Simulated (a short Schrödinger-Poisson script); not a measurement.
From a short Schrödinger-Poisson script (our own, NumPy): 1D Poisson equation in equilibrium, electrons quantum, Hartree plus LDA exchange-correlation (BenDaniel-Duke, 12 states a valley, the channel's in-plane mass for all, wave functions ending at the dielectric), parabolic valleys, classical holes, full ionisation, no traps, pinning or gate leakage.

Stack: symmetric double-gate stack, SiO2 on p-type GaAs, at 400 K.

From the gate side: 3 nm SiO2; 5 nm GaAs, acceptors 2e18 cm⁻³; 3 nm SiO2.

Constants are typed, rounded textbook-type inputs, not results; the design itself was drawn at random and stands for no fabricated device. SiO2: permittivity 3.9, conduction-band edge (eV) 3.17, gap (eV) 9, electron mass (mₑ) 0.5. GaAs: permittivity 12.9, conduction-band edge (eV) 0, gap (eV) 1.424, Nv at 300 K (cm⁻³) 9e18.

Channel valleys (confinement mass, in-plane density-of-states mass, number): Γ 0.067, 0.067, 1. At the gates, both at one voltage, the conduction-band edge of layer 1 lies 3.58 eV − eVg above the Fermi level of the channel. Gaps are held at their typed values at every temperature. Mesh 0.03 nm at interfaces.

Question: Give the lowest subband against the Fermi level at Vg = 1.9 V (meV); the sheet density of all electrons at Vg = 1.9 V (cm⁻²); the gate voltage at 1e11 electrons/cm² (V).

Answer: lowest subband against the Fermi level at Vg = 1.9 V (meV): -378; sheet density of all electrons at Vg = 1.9 V (cm⁻²): 1.06e13; gate voltage at 1e11 electrons/cm² (V): 0.64. Above a few 1e12 electrons/cm² a light Γ valley is non-parabolic and upper valleys begin to fill, which the model leaves out.
